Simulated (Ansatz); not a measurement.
System: stishovite (SiO2). Method: G0W0@HSE06 (Ansatz, an electronic-structure program, hard PAW, contour deformation, complete-basis limit).

Run with largest k mesh 4×4×8 (not extrapolated in the mesh).

Cell (measured lattice):

```xyz
6
Lattice="4.1790 0.0000 0.0000 0.0000 4.1790 0.0000 0.0000 0.0000 2.6649" Properties=species:S:1:pos:R:3 pbc="T T T"
Si     0.0000     0.0000     0.0000
Si     2.0895     2.0895     1.3324
O      1.2770     1.2770     0.0000
O      3.3665     0.8125     1.3324
O      0.8125     3.3665     1.3324
O      2.9020     2.9020     0.0000
```

### Question
Give the computed band gap.

### Answer

* **band gap**: 9.63 eV (direct)

Note: GW on a hybrid start was not checked against another program; cell and atoms aren't relaxed at this level; the gap holds a correction of +0.48 eV to the complete basis.

Static lattice: no zero-point or thermal effects.

The result took around 6 core-hours (rough).
